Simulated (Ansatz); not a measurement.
## A computed series for InP: pressure series

The reference is InP in the zinc blende structure (space group F-43m, No. 216).

```cif
data_InP
_chemical_formula_sum 'P1 In1'
_space_group_name_H-M_alt 'P 1'
_space_group_IT_number 1
_cell_length_a 4.21403
_cell_length_b 4.21403
_cell_length_c 4.21403
_cell_angle_alpha 60.000
_cell_angle_beta 60.000
_cell_angle_gamma 60.000
loop_
_space_group_symop_operation_xyz
  'x, y, z'
loop_
_atom_site_label
_atom_site_type_symbol
_atom_site_fract_x
_atom_site_fract_y
_atom_site_fract_z
_atom_site_occupancy
P1 P 0.75000 0.75000 0.75000 1
In1 In 0.00000 0.00000 0.00000 1
```

Cell and atoms are relaxed at each pressure.

Level of theory: DFT with PBE, PAW potentials and a 420 eV plane-wave cutoff in Ansatz (a quantum-chemistry and plane-wave program), no spin-orbit coupling.

| case | volume per atom | band gap | gap character |
|---|---|---|---|
| base | 26.46 Å³ | 0.44 eV | direct at Γ |
| pressure −2 GPa | 27.45 Å³ | 0.24 eV | direct at Γ |
| pressure −1 GPa | 26.93 Å³ | 0.35 eV | direct at Γ |
| pressure 3 GPa | 25.28 Å³ | 0.69 eV | direct at Γ |
| pressure 7 GPa | 24.07 Å³ | 0.96 eV | direct at Γ |
| pressure 15 GPa | 22.32 Å³ | 1.36 eV | direct at Γ |
| pressure 30 GPa | 20.17 Å³ | 1.30 eV | indirect, Γ → X |
| pressure 50 GPa | 18.34 Å³ | 1.05 eV | indirect, Γ → X |
| pressure 75 GPa | 16.80 Å³ | 0.79 eV | indirect, Γ → X |
| pressure 100 GPa | 15.69 Å³ | 0.57 eV | indirect, Γ → X |

Load acts through the strain it causes; cell and atoms are relaxed under it. Whether these cells are dynamically stable was not tested. Measured, InP leaves this structure (for rock salt) near 9.8 GPa (temperature not stated; as listed in Datta, Sujoy, Jana, Debnarayan, arXiv (2020)). A zero or small gap of InP under pressure −2 GPa can be the functional's error rather than a property of the material.
